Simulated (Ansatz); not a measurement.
# Effect of biaxial strain +3.00 %, plane normal [001], relaxed out of plane on Au

Take Au in the fcc (Cu type) structure (space group Fm-3m, No. 225; a = 4.0477 Å; relaxed with 0.1 eV smearing) as the base. Axes: x, y, z lie along the cube axes.

Perturbation: biaxial strain +3.00 %, plane normal [001], relaxed out of plane (Cartesian); in-plane vectors clamped, the third vector and the atoms free.

All numbers come from LDA (Ansatz, an electronic-structure program; PAW; 420 eV plane waves; no SOC). k-mesh 28×28×28 (Γ-centred); smearing 0.1 eV (Fermi–Dirac).

```csv
quantity,base,changed,shift
volume per atom,16.58 Å³,16.66 Å³,+0.08 Å³
space group,Fm-3m (No. 225),I4/mmm (No. 139),–
shortest interatomic distance,286.2 pm,283.2 pm,-3.0 pm
energy relative to the base (free energy F),0 meV/atom,+4.9 meV/atom,+4.9 meV/atom
"pressure (mean of the normal stresses, compression positive)",0.0 GPa,-0.8 GPa,-0.8 GPa
band gap,zero,zero,–
out-of-plane strain,–,-5.28 %,–
ratio −ε⊥/ε∥,–,1.76,–
```

Final structure (turned so that z lies along the plane normal):

```xyz
1
Lattice="2.9480 0.0000 0.0000 0.0000 2.9480 0.0000 1.4740 -1.4740 1.9170" Properties=species:S:1:pos:R:3 pbc="T T T"
Au     0.0000     0.0000     0.0000
```

Whether these cells are dynamically stable was not tested.
